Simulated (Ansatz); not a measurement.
The starting structures come from a database of crystals and need not be the phases stable at ambient conditions.

 Where the default PAW files enter, the runs use the earlier of Ansatz's two default sets.

## Evanescent states of CsBr (Fm-3m, rock salt, not sure to be the ambient phase, 2 atoms a cell, 49.1 Å³ an atom) along the normal of (110)

Calculation: r2SCAN (plane waves, PAW; Ansatz, a program for electronic structure).

The gap is the functional's own, uncorrected, and κ follows it; spin-orbit coupling is left out. Mid-gap values are interpolated between the computed energies.

Energies count from the valence-band top; κ is the least over a 6×4 mesh across the current.

```csv
E (eV),κ (1/Å),where
0.12,0.154,Γ
0.34,0.247,Γ
0.57,0.297,Γ
0.81,0.329,Γ
1.03,0.351,Γ
1.26,0.366,Γ
1.50,0.376,Γ
1.73,0.382,Γ
1.96,0.384,Γ
2.19,0.384,Γ
2.42,0.380,Γ
2.65,0.374,Γ
2.88,0.365,Γ
3.10,0.353,Γ
3.33,0.338,Γ
3.56,0.321,Γ
3.79,0.299,Γ
4.03,0.272,Γ
4.25,0.239,Γ
4.49,0.196,Γ
4.71,0.133,Γ
```

Q: How thick must the barrier be to attenuate the transmission by 10^6 when the electrodes' Fermi level lies at 1.50 eV, and what attenuation does that film give at 0.34 eV?

A: d = 6 ln 10 / (2 × 0.376) = 18.4 Å. At 0.34 eV it gives 6 × 0.247/0.376 = 3.9 decades.
